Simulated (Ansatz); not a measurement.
The parent structure is BaTe in the rock salt structure (space group Fm-3m, No. 225).

```xyz
2
Lattice="0.0000 3.4707 3.4707 3.4707 0.0000 3.4707 3.4707 3.4707 0.0000" Properties=species:S:1:pos:R:3 pbc="T T T"
Ba     0.0000     0.0000     0.0000
Te     3.4707     3.4707     3.4707
```

Cartesian axes are those of the cell as printed.

Calculations: Ansatz (a program for electronic structure), PBEsol, PAW, cutoff 420 eV, no spin-orbit coupling.

Base values:

| Quantity | Value |
|---|---|
| Valence-band top at Γ | 0.00, 0.00, 0.00 eV |
| Valley order | X along ⟨100⟩ 1.46 eV; a point along ⟨111⟩, about 0.2 Å⁻¹ from Γ 2.93 eV |

It is then changed as follows: uniaxial strain ε_zz = +1.50 %, all other strain components held at zero; the atoms relax in the strained cell.

Task: Estimate the effect on the stress.

Result: The stress (xx, yy, zz, yz, xz, xy; compression positive) is (-0.13, -0.13, -1.06, 0.00, 0.00, 0.00) GPa.

Task: Estimate the effect on the valence-band top at Γ.

Result: The valence-band top at Γ (three highest levels, from the VBM) becomes 0.00, 0.00, -0.04 eV (base: 0.00, 0.00, 0.00 eV).

Task: Estimate the effect on the valley order.

Result: The valley order (the lowest conduction-band minima on the path, energy above the VBM, named in the base's zone) changes from X along ⟨100⟩ 1.46 eV; a point along ⟨111⟩, about 0.2 Å⁻¹ from Γ 2.93 eV to X along [100] 1.48 eV; X along [001] 1.48 eV.

With Te present, leaving out spin-orbit coupling can change the band edges. The levels and masses belong to the bands next to the band gap. Stability against distortions was not tested.
